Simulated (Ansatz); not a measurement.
A relaxation of the atoms of FeIr (R3m, 2 atoms in the cell) with Ansatz (a quantum-chemistry and plane-wave program).

Method of the run: LDA (PW92), default PAW files made with PBE (plane waves; Ansatz).

The change in words: one atom moved by 0.15 angstrom; relax: default → atoms; relax.f_tol: default → 0.03 eV/Å. Reference geometry:
```
CELL_PARAMETERS angstrom
      1.35163     0.78037     4.22853
     -1.35163     0.78037     4.22853
      0.00000    -1.56073     4.22853
ATOMIC_POSITIONS crystal
  Fe 0.00000 0.00000 0.00000
  Ir 0.50000 0.50000 0.50000
```
Moments meant for the start (each program seeds them in its own way; μB, in the order of the atoms Fe Ir): 4.0 1.0.

Reference input (self-consistent single point, DFT, LDA (PW92), plane waves, default PAW files made with PBE): basis.ecutwfc = 30.9 Ry; kpoints.mp_grid.grid = 14 14 14; hamiltonian.xc = lda; hamiltonian.pseudopotentials = {kind: paw} (the program's default PAW files); magnetization.spin_polarized = true; scf.occupations.method = gaussian; scf.occupations.width = 0.0073 Ry. This run's input differs from it in these lines:

```diff
@@ -6,3 +6,3 @@
   atoms:
-    - { symbol: Fe, position: [0.00000000, 0.00000000, 0.00000000], spin: 4.0 }
+    - { symbol: Fe, position: [0.01182400, 0.01182400, 0.01182400], spin: 4.0 }
     - { symbol: Ir, position: [0.50000000, 0.50000000, 0.50000000], spin: 1.0 }
@@ -23,2 +23,4 @@
     width: 0.0073 Ry
+relax:
+  f_tol: 0.03
 output:
```

Output, abridged:

```
   [... SCF lines of the steps left out ...]
relax step   1: F+E_penalty+E_count = -16083.11164986 eV  Δ(F+E_penalty+E_count) = +0.000e0 eV  max|allowed force component| = 1.062e0 eV/Å  Δτ_max = 0.0000 Å  (13 SCF iters, dr2 threshold 2.25e-5 eV, accepted)
relax step   2: F+E_penalty+E_count = -16083.16840858 eV  Δ(F+E_penalty+E_count) = -5.676e-2 eV  max|allowed force component| = 5.202e-1 eV/Å  Δτ_max = 0.0362 Å  (10 SCF iters, dr2 threshold 7.05e-5 eV, accepted)
relax step   3: F+E_penalty+E_count = -16083.18838796 eV  Δ(F+E_penalty+E_count) = -1.998e-2 eV  max|allowed force component| = 1.062e-2 eV/Å  Δτ_max = 0.0380 Å  (8 SCF iters, dr2 threshold 1.69e-5 eV, accepted)
relax step   4: F+E_penalty+E_count = -16083.18838969 eV  Δ(F+E_penalty+E_count) = -1.729e-6 eV  max|allowed force component| = 1.048e-2 eV/Å  Δτ_max = 0.0000 Å  (5 SCF iters, accepted)
the relaxation is at rest under the 6 symmetry operations that the run kept from its start: a minimum is not shown …
the relaxation's final electronic state is not compared with the one that a single-point calculation of its input finds at the relaxed geometry …
Stability not checked: this state was not tested for a lower state beside it, because too few of the mixer's solves of this state at the end of the SCF gave a …
Magnetization: 2.4360 μB (17.7180 up, 15.2820 down)
   [... lines left out ...]
Absolute magnetization: 2.5112 μB (∫|ρ↑−ρ↓|, with the PAW one-centre terms)
Free energy (F): -16083.188390 eV
Fermi energy:    20.936388 eV
   [... lines left out ...]
--- Relaxed structure (4 steps of the walk, 4 accepted, 0 SCFs on fresh bases) ---
  F+E_penalty+E_count = -16083.18838969 eV   max|allowed force component| = 1.048e-2 eV/Å
  atoms:
    - { symbol: Fe, position: [0.005974671334528424, 0.005974671334528426, 0.0059746713345284344] }
    - { symbol: Ir, position: [0.5058493286654716, 0.5058493286654716, 0.5058493286654716] }
```

The run converged. 

Summary of the result:
* **Free energy E − TS (on the zero of these files)**: -16083.1884 eV
* **Fermi level (on the code's own zero)**: 20.94 eV
* **Pressure**: -19.21 GPa
* **Largest force (vector length)**: 0.010 eV/Å
* **Size of the cell's spin moment**: 2.44 μB
* **Relaxation steps**: 4

The starting cell comes from a database of computed structures (which also holds hypothetical and non-ambient phases and stackings), without a prior relaxation at this level. Its lattice was rescaled by up to half a per cent. For this run, on top of that: one atom moved by 0.15 angstrom. With one magnetic atom in the cell only a parallel order is possible. The relaxation keeps the symmetry of its start, so its end need not be a minimum. Ansatz's pressure includes its estimate of the finite-basis (Pulay) stress.

Cost on one core of a shared machine: roughly 3 min.

Keys are those of Ansatz 0.2.
